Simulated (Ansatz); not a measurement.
The reference is CdS in the zinc blende structure (space group F-43m, No. 216; a = 5.878 Å).

All numbers come from r2SCAN/PAW in Ansatz (a quantum-chemistry and plane-wave program), no spin-orbit coupling.

One change was made to it. Results:

| quantity | base | after |
|---|---|---|
| width of the top valence band | 2.16 eV | 2.82 eV |
| hole mass (degenerate bands, along [100]) | 0.16, 0.78, 0.78 mₑ (at Γ) | 0.19, 0.62, 0.62 mₑ (at Γ) |
| electron mass | 0.15 mₑ (at Γ) | 0.17 mₑ (at Γ) |
| shortest interatomic distance | 2.545 Å | 2.405 Å |

Which change produced these results?
A. pressure −2 GPa
B. pressure 15 GPa
C. pressure 0.9 GPa

B, pressure 15 GPa. For comparison, the electron mass in the other runs: pressure 0.9 GPa gives 0.15 mₑ (at Γ); pressure −2 GPa gives 0.15 mₑ (at Γ).

The levels and masses belong to the bands next to the band gap. Load acts through the strain it causes; cell and atoms are relaxed under it. Masses are band curvatures over ±0.01 Å⁻¹ around the edge. No phonon test of stability was made. Tetrahedral semiconductors of this kind turn to denser phases somewhere between about 1 and 50 GPa; those were not computed, so compressed cells here can lie past the real transition.
